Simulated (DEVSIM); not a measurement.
Structure: abrupt Ge p-n junction, at 300 K.

| layer (left to right) | material | thickness (μm) | Nd (cm⁻³) | Na (cm⁻³) | τn (s) | τp (s) |
|---|---|---|---|---|---|---|
| 1 | Ge | 4.00 | - | 5.2e16 | 2.8e-7 | 9.4e-6 |
| 2 | Ge | 25.0 | 3.3e16 | - | 9.4e-6 | 9.4e-6 |

Left contact: ohmic. Right contact: ohmic. Voltage is applied to the left contact. Recombination: SRH at mid-gap. Mobility is μmin + (μ − μmin)/(1 + (N/Nref)^α).

Constants are typed, rounded textbook-type inputs, not results; the design itself was drawn at random and stands for no fabricated device. Values at 300 K.

```csv
parameter,Ge
gap (eV),0.664
affinity (eV),4
permittivity,16
Nc (cm⁻³),1.04e19
Nv (cm⁻³),6e18
μn (cm²/Vs),3900
μp (cm²/Vs),1900
"μn,min",150
"μp,min",100
"Nref,n",2.6e17
"Nref,p",4e17
αn,0.56
αp,0.6
```

Model (solved in DEVSIM): 1D drift-diffusion, Boltzmann statistics, complete ionisation; no tunnelling, impact ionisation, image-force lowering or self-heating.

Q: Tabulate band edges, carrier densities and field at zero bias.

A: Energies count from the Fermi level of the right contact; mesh points crowd at the junctions.

| x (μm) | Ec (eV) | Ev (eV) | n (cm⁻³) | p (cm⁻³) | field (V/cm) |
|---|---|---|---|---|---|
| 0.000 | 0.541 | -0.123 | 8.4e9 | 5.2e16 | ≈ 0 |
| 0.03714 | 0.541 | -0.123 | 8.4e9 | 5.2e16 | ≈ 0 |
| 0.1310 | 0.541 | -0.123 | 8.4e9 | 5.2e16 | ≈ 0 |
| 0.3683 | 0.541 | -0.123 | 8.4e9 | 5.2e16 | ≈ 0 |
| 1.292 | 0.541 | -0.123 | 8.4e9 | 5.2e16 | ≈ 0 |
| 2.776 | 0.541 | -0.123 | 8.4e9 | 5.2e16 | ≈ 0 |
| 3.531 | 0.541 | -0.123 | 8.4e9 | 5.2e16 | ≈ 0 |
| 3.883 | 0.540 | -0.124 | 8.9e9 | 4.9e16 | -760 |
| 3.968 | 0.478 | -0.186 | 9.6e10 | 4.5e15 | -22000 |
| 4.002 | 0.374 | -0.290 | 5.5e12 | 8.0e13 | -39000 |
| 4.043 | 0.248 | -0.416 | 7.1e14 | 6.2e11 | -24000 |
| 4.202 | 0.149 | -0.515 | 3.2e16 | 1.3e10 | -170 |
| 4.553 | 0.149 | -0.515 | 3.3e16 | 1.3e10 | ≈ 0 |
| 5.449 | 0.149 | -0.515 | 3.3e16 | 1.3e10 | ≈ 0 |
| 9.184 | 0.149 | -0.515 | 3.3e16 | 1.3e10 | ≈ 0 |
| 17.00 | 0.149 | -0.515 | 3.3e16 | 1.3e10 | ≈ 0 |
| 24.31 | 0.149 | -0.515 | 3.3e16 | 1.3e10 | ≈ 0 |
| 27.18 | 0.149 | -0.515 | 3.3e16 | 1.3e10 | ≈ 0 |
| 28.48 | 0.149 | -0.515 | 3.3e16 | 1.3e10 | ≈ 0 |
| 28.81 | 0.149 | -0.515 | 3.3e16 | 1.3e10 | ≈ 0 |
| 28.94 | 0.149 | -0.515 | 3.3e16 | 1.3e10 | ≈ 0 |
| 29.00 | 0.149 | -0.515 | 3.3e16 | 1.3e10 | ≈ 0 |
